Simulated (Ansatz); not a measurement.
The parent structure is HgS in the zinc blende structure (space group F-43m, No. 216; a = 5.812 Å). Axes: x, y, z lie along the cube axes.

The values are results of LDA (Ansatz, a quantum-chemistry and plane-wave program, PAW, no spin-orbit coupling), not measurements.

For the base:

The pressure is 0.0 GPa and the volume per atom comes out as 24.54 Å³.

Perturbation: biaxial strain −1.67 %, plane normal [111], relaxed out of plane (Cartesian); in-plane vectors clamped, the third vector and the atoms free.

Question: Estimate the effect on the pressure, energy relative to the base and volume per atom.

Answer: The pressure (mean of the normal stresses, compression positive) goes from zero to 1.1 GPa; the energy rises by 4.2 meV/atom; the volume per atom drops by 0.40 Å³ to 24.14 Å³.

A case with no gap was solved on a k-mesh chosen for an insulator, which is coarse for it. Whether these cells are dynamically stable was not tested. All final runs are without spin polarisation.
